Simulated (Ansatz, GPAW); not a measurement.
An Ansatz (a quantum-chemistry and plane-wave program) input for a self-consistent single point of NaI (Fm-3m, 2 atoms in the cell) (DFT, LDA (PW92), plane waves, default PAW files made with PBE):

Ansatz 0.2 input:
```yaml
crystal:
  lattice:
    - [0.00000000, 3.23500000, 3.23500000]
    - [3.23500000, 0.00000000, 3.23500000]
    - [3.23500000, 3.23500000, 0.00000000]
  atoms:
    - { symbol: Na, position_ang: [0.00000000, 0.00000000, 0.00000000] }
    - { symbol: I, position_ang: [3.23500000, 3.23500000, 3.23500000] }
basis:
  ecutwfc: 420.0
kpoints:
  mp_grid: { grid: [9, 9, 9] }
hamiltonian:
  xc: lda
  pseudopotentials: { kind: paw }
scf:
  occupations: { method: fermi_dirac, width: 0.05 }
output:
  forces: true
  eigenvalues: true
  stress: true
```

Task: Write the same calculation as an input for GPAW.

Result: This is the input that was run; spellings and numerical settings could be chosen otherwise.

```python
from ase import Atoms
from ase.units import GPa
from gpaw import GPAW

atoms = Atoms(['Na', 'I'],
              cell=[[0.000000, 3.235000, 3.235000],
                    [3.235000, 0.000000, 3.235000],
                    [3.235000, 3.235000, 0.000000]],
              positions=[[0.000000, 0.000000, 0.000000],
                         [3.235000, 3.235000, 3.235000]],
              pbc=True)

calc = GPAW(mode={'name': 'pw', 'ecut': 800},
            xc='LDA',
            kpts=(9, 9, 9),
            occupations={'name': 'fermi-dirac', 'width': 0.05},
            nbands=-4,
            convergence={'bands': -2},
            symmetry={'symmorphic': False, 'tolerance': 0.0005},
            maxiter=150)

atoms.calc = calc

energy = atoms.get_potential_energy()
print('Energy (eV):', round(energy, 6))
forces = atoms.get_forces()
print('Forces (eV/Ang):')
print(forces.round(5))
stress = atoms.get_stress()
print('Stress (GPa, Voigt):', (stress / GPa).round(4))
```

Basis, cutoffs, solver keys and any potentials are the target program's own. This input uses DFT LDA (Perdew-Wang 92), plane waves, GPAW PAW datasets LDA (gpaw-data 1.0.1). LDA parametrisations can differ slightly between programs. Both were run: pressure -1.64 GPa in Ansatz and -1.58 in GPAW; gap on the mesh 3.336 eV in Ansatz and 3.348 in GPAW. Ansatz's pressure is the one without its finite-basis correction.

On Ansatz: the starting cell has typed, rounded lattice constants, without a prior relaxation at this level. Spin-orbit coupling is off.

On GPAW: the starting cell has typed, rounded lattice constants, without a prior relaxation at this level. Spin-orbit coupling is off.
